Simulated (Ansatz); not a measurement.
Start from MgSe in the rock salt structure (space group Fm-3m, No. 225; a = 5.473 Å). Axes: x, y, z lie along the cube axes.

The values are results of r2SCAN (Ansatz, a quantum-chemistry and plane-wave program, PAW, scalar-relativistic without spin-orbit coupling), earlier PAW set, not measurements.

Base values:

| Quantity | Result |
|---|---|
| Valence-band top at Γ | 0.00, 0.00, 0.00 eV |
| Electron mass | 0.48 mₑ along k, 0.25 mₑ across (at X) |

It is then changed as follows: biaxial strain +1.48 %, plane normal [001], relaxed out of plane (Cartesian); in-plane vectors clamped, the third vector and the atoms free.

### Question
How does this affect the out-of-plane strain, valence-band top at Γ and electron mass?

### Answer
The out-of-plane strain is -0.85 %; the valence-band top at Γ (three highest levels, from the VBM) goes from 0.00, 0.00, 0.00 eV to 0.00, 0.00, -0.12 eV; the electron mass goes from 0.48 mₑ along k, 0.25 mₑ across (at X) to 0.46 mₑ along k, 0.26 mₑ across (at X).

The levels and masses belong to the bands next to the band gap. Masses are band curvatures over ±0.01 Å⁻¹ around the edge. Along k means along the line from Γ to the band edge. Stability against distortions was not tested.
